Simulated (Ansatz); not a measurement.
The reference is Ti in the hcp (Mg type) structure (space group P6_3/mmc, No. 194; relaxed with 0.1 eV smearing).

```xyz
2
Lattice="2.9367 0.0000 0.0000 -1.4684 2.5433 0.0000 0.0000 0.0000 4.6410" Properties=species:S:1:pos:R:3 pbc="T T T"
Ti     0.0000     1.6955     3.4807
Ti     1.4684     0.8478     1.1602
```

Cartesian axes are those of the cell as printed.

The values are results of plane-wave PAW DFT at the r2SCAN level (Ansatz, a quantum-chemistry and plane-wave program, 500 eV), no spin-orbit coupling, earlier PAW set, not measurements.

Perturbation: the cell is compressed by 1.03 % along z with no lateral relaxation, atoms relaxed at fixed cell.

### Question
Predict the stress tensor and what it implies for the stiffness.

### Answer
Stress of the strained cell less that of the base (GPa, compression positive):
```
    0.8     0.0     0.0
    0.0     0.8     0.0
    0.0     0.0     2.1
```

Then −Δσ_ii/ε with ε = -0.0103 gives relaxed-ion elastic constants: C33 ≈ 200 GPa, C13 ≈ 78 GPa and C23 ≈ 78 GPa.

Whether these cells are dynamically stable was not tested. The final runs are not spin-polarised.
